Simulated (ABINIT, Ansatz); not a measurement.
An Ansatz (an electronic-structure program) input for a self-consistent single point of Ir (Fm-3m, 1 atom in the cell) (DFT, PBEsol, plane waves, default PAW files made with PBE):

Ansatz 0.2 input:
```yaml
crystal:
  lattice:
    - [0.00000000, 1.95066700, 1.95066700]
    - [1.95066700, 0.00000000, 1.95066700]
    - [1.95066700, 1.95066700, 0.00000000]
  atoms:
    - { symbol: Ir, position_ang: [0.00000000, 0.00000000, 0.00000000] }
kpoints:
  mp_grid: { grid: [14, 14, 14] }
hamiltonian:
  xc: pbesol
  pseudopotentials: { kind: paw }
scf:
  occupations: { method: gaussian, width: 0.01 Ry }
output:
  forces: true
  eigenvalues: true
  stress: true
```

Write the same calculation as an input for ABINIT.

One input that does it (others would too):

```
# Ir, JTH v2.0 PBE PAW
pp_dirpath "./"
pseudos "Ir.GGA_PBE-JTH.xml"
acell 2.7586597271 2.7586597271 2.7586597271 Angstrom
rprim
         0.0000000000    0.7071067812    0.7071067812
         0.7071067812    0.0000000000    0.7071067812
         0.7071067812    0.7071067812   -0.0000000000
natom 1
ntypat 1
znucl 77
typat 1
xcart
         0.0000000000    0.0000000000    0.0000000000
      Angstrom
ecut 20
pawecutdg 40
pawxcdev 0
ixc -116133
occopt 7
tsmear 0.136 eV
nband 13
kptopt 1
ngkpt 14 14 14
nshiftk 1
shiftk 0 0 0
nstep 50
tolvrs 1.0e-12
prtwf 0
prtden 0
prtvol 1
```

Basis settings and potentials, where a program has them, do not carry over. This input uses DFT, PBEsol, plane waves, PAW (JTH v2.0 PBE PAW, files made for PBE). The width in Ry is rounded to four decimals. Both were run: pressure -18.39 GPa in Ansatz and -17.91 in ABINIT. Ansatz's pressure is the one without its finite-basis correction.

On ABINIT: the starting cell comes from a database of computed structures (which also holds hypothetical and non-ambient phases and stackings), without a prior relaxation at this level. Its lattice was rescaled by a random factor within 2.5 % of one. Spin polarisation is off. The potentials were made for another functional than the one used. With a pressure of about -18 GPa the cell is away from its equilibrium volume at this level.

On Ansatz: the starting cell comes from a database of computed structures (which also holds hypothetical and non-ambient phases and stackings), without a prior relaxation at this level. Its lattice was rescaled by a random factor within 2.5 % of one. Spin polarisation is off. With a pressure of about -18 GPa the cell is away from its equilibrium volume at this level.
